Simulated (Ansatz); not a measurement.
Worked calculations on one periodic cell of amorphous Si24O50Zr: Si24O50Zr, 75 atoms, volume 1126.6 Å³, made by a melt-quench on the CHGNet potential and relaxed with DFT. O atoms were pushed apart under 1.9 Å during the dynamics, to hinder bonds among them. It is a model cell: composition and starting density were chosen by hand, and all elements were melted together. Cycles of charging were run to anneal it. The numbers are results of PBE, scalar-relativistic without spin-orbit coupling (plane waves to 420 eV, PAW; Ansatz, a quantum-chemistry and plane-wave program), not measurements. Sampling: a 2×2×2 Γ-centred mesh; Fermi-Dirac width 0.02 eV; no spin polarisation. Its volume was held where the quench left it, its shape was held as a cube, and it stands at a mean pressure of 0.3 GPa with stress components up to 2.2 GPa; the relaxation ran on the zone centre alone. Its density went from a set 2.31 to 2.31 g/cm³. The cell is small and was quenched far faster than a real film, so it is one sample of the glass.

Task: Count formal charges (Si +4, O -2, Zr +4). What does the count lead one to expect at the Fermi level, and what does the calculation give?

Result: 24 × (+4) + 50 × (-2) + 1 × (+4) = 0. The charges balance, so the anion-derived valence states can be full and a gap can open. On this mesh the highest filled and lowest empty level lie 4.61 eV apart, the PBE gap of this cell, with a localised state at one edge or both.

Four energies for an added electron at PBE on the zone centre alone (charged cells in a uniform background, spin-polarised): neutral at the neutral geometry -47892.224 eV; charged at the neutral geometry -47885.959 eV; charged and relaxed -47886.009 eV; neutral at the charged geometry -47892.142 eV.

Task: Find the two relaxation energies and their sum, the reorganisation energy.

Result: On charging: -47885.959 − (-47886.009) = 0.050 eV. On discharging: -47892.142 − (-47892.224) = 0.082 eV. The sum is 0.132 eV. The carrier's level spreads over 37 of the 75 atoms' worth, more than a fifth of the atoms or a third of the atoms of its main element (six at least), and the sum is small, so it counts as a band carrier, whose relaxation energy shrinks as the cell grows. PBE's self-interaction favours spread-out carriers, so a hybrid can localise more.

Four energies for a hole at PBE on the zone centre alone (charged cells in a uniform background, spin-polarised): neutral at the neutral geometry -47892.224 eV; charged at the neutral geometry -47893.554 eV; charged and relaxed -47893.736 eV; neutral at the charged geometry -47891.198 eV.

Task: Find the two relaxation energies and their sum, the reorganisation energy.

Result: On charging: -47893.554 − (-47893.736) = 0.182 eV. On discharging: -47891.198 − (-47892.224) = 1.026 eV. The sum is 1.208 eV. The carrier's level spreads over 3 of the 75 atoms' worth, so it counts as localised, most on one O atom with neighbours Si 1.57 Å, Zr 2.04 Å (neutral geometry). The values are uncorrected: the image energy of a point charge in this cell, 2.84 × 14.40 / (2 × 10.4) = 2.0 eV before screening, is screened by electrons alone at the fixed geometry and by ions too after relaxing, and the carrier can be spread before it relaxes, so each term can be off by up to that value times 1/ε∞, some tenths of an eV. PBE's self-interaction favours spread-out carriers, so a hybrid can localise more.
